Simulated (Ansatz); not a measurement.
The reference is GaP in the zinc blende structure (space group F-43m, No. 216; a = 5.451 Å).

Method: Ansatz (a first-principles code) r2SCAN, no spin-orbit coupling.

For the base:

| Property | Result |
|---|---|
| Valley order | a point along ⟨100⟩, about 1.0 Å⁻¹ from Γ 1.85 eV; L along ⟨111⟩ 2.04 eV; Γ 2.36 eV |
| Width of the top valence band | 3.54 eV |

Perturbation: an isotropic linear strain of −2.00 %, atoms relaxed at fixed cell.

Task: Estimate the effect on the valley order and width of the top valence band.

Result: The valley order (the lowest conduction-band minima on the path, energy above the VBM, named in the base's zone) goes from a point along ⟨100⟩, about 1.0 Å⁻¹ from Γ 1.85 eV; L along ⟨111⟩ 2.04 eV; Γ 2.36 eV to a point along ⟨100⟩, about 1.0 Å⁻¹ from Γ 1.73 eV; L along ⟨111⟩ 2.24 eV; Γ 2.90 eV; the width of the top valence band rises by 0.31 eV to 3.85 eV.

Stability against distortions was not tested.
